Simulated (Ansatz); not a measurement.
Take Ni2Si (space group Pnma, No. 62; a = 4.917 Å, b = 3.698 Å, c = 7.008 Å; non-magnetic) as the base. Axes: x, y, z lie along a, b, c of the conventional cell.

All numbers come from Ansatz (a quantum-chemistry and plane-wave program), PBEsol, PAW, cutoff 420 eV, no spin-orbit coupling, earlier PAW set.

Base values:

| Property | Result |
|---|---|
| Band gap | zero |
| Shortest interatomic distance | 2.291 Å |

It is then changed as follows: uniaxial stress, 2 GPa compression along z, with the cell and atoms free to relax against it.

Problem. Estimate the effect on the energy relative to the base, band gap and shortest interatomic distance.

Solution. The energy grows by 0.5 meV/atom; the band gap is still zero; the shortest interatomic distance falls by 0.0125 Å (2.291 Å → 2.279 Å).

Without a gap, meshes like the base's 8×10×6 leave anisotropic stresses uncertain by several tenths of a GPa, and small strain energies with them. Load acts through the strain it causes; cell and atoms are relaxed under it. Beyond what the load breaks, stability against distortions was not tested. Seeded moments were not kept for the base. The final runs are not spin-polarised.
